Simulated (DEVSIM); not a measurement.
System: InP p-n junction from an implanted or diffused profile, at 250 K.

| layer (left to right) | material | thickness (μm) | Nd (cm⁻³) | τn (s) | τp (s) |
|---|---|---|---|---|---|
| 1 | InP | 96.0 | 2.9e16 | 3.3e-9 | 3.3e-9 |

Added acceptor profile: 9.9e17 cm⁻³ × exp(−(x − 0.045 μm)²/(2·(0.12 μm)²)). Left contact: ohmic. Right contact: ohmic. Voltage is applied to the left contact. Recombination: SRH at mid-gap, Auger. Mobility is μmin + (μ − μmin)/(1 + (N/Nref)^α).

Constants are typed, rounded textbook-type inputs, not results; the design itself was drawn at random and stands for no fabricated device. Values at 300 K; Nc and Nv go as T^1.5, mobilities as T to minus their exponent, the gap by Varshni's rule with the affinity fixed.

| parameter | InP |
|---|---|
| gap (eV) | 1.344 |
| affinity (eV) | 4.38 |
| permittivity | 12.5 |
| Nc (cm⁻³) | 5.7e17 |
| Nv (cm⁻³) | 1.1e19 |
| μn (cm²/Vs) | 5200 |
| μp (cm²/Vs) | 170 |
| μn,min | 400 |
| μp,min | 10 |
| Nref,n | 3e17 |
| Nref,p | 4.9e17 |
| αn | 0.47 |
| αp | 0.62 |
| T exponent of μn | 2 |
| T exponent of μp | 2 |
| Cn (cm⁶/s) | 9e-31 |
| Cp (cm⁶/s) | 9e-31 |
| Varshni α (eV/K) | 0.000363 |
| Varshni β (K) | 162 |

Simulated with DEVSIM: 1D drift-diffusion, Boltzmann statistics, complete ionisation; no tunnelling, impact ionisation, image-force lowering or self-heating.

Task: Tabulate band edges, carrier densities and field at zero bias.

Result: Energies count from the Fermi level of the right contact; mesh points crowd at the junctions.

```csv
x (μm),Ec (eV),Ev (eV),n (cm⁻³),p (cm⁻³),field (V/cm)
0.000,1.312,-0.048,< 1e2,8.9e17,630
0.02649,1.313,-0.047,< 1e2,9.5e17,290
0.06507,1.313,-0.047,< 1e2,9.5e17,-310
0.1213,1.308,-0.051,< 1e2,7.8e17,-1200
0.2346,1.284,-0.075,< 1e2,2.5e17,-3300
0.3402,0.986,-0.374,< 1e2,2.5e11,-63000
0.4434,0.364,-0.996,2.0e10,< 1e2,-47000
0.5826,0.064,-1.296,2.3e16,< 1e2,-2200
0.7420,0.058,-1.301,2.9e16,< 1e2,≈ 0
1.115,0.058,-1.301,2.9e16,< 1e2,≈ 0
2.067,0.058,-1.301,2.9e16,< 1e2,≈ 0
5.749,0.058,-1.301,2.9e16,< 1e2,≈ 0
13.54,0.058,-1.301,2.9e16,< 1e2,≈ 0
32.86,0.058,-1.301,2.9e16,< 1e2,≈ 0
73.90,0.058,-1.301,2.9e16,< 1e2,≈ 0
87.01,0.058,-1.301,2.9e16,< 1e2,≈ 0
92.35,0.058,-1.301,2.9e16,< 1e2,≈ 0
94.53,0.058,-1.301,2.9e16,< 1e2,≈ 0
95.56,0.058,-1.301,2.9e16,< 1e2,≈ 0
95.84,0.058,-1.301,2.9e16,< 1e2,≈ 0
95.95,0.058,-1.301,2.9e16,< 1e2,≈ 0
96.00,0.058,-1.301,2.9e16,< 1e2,≈ 0
```
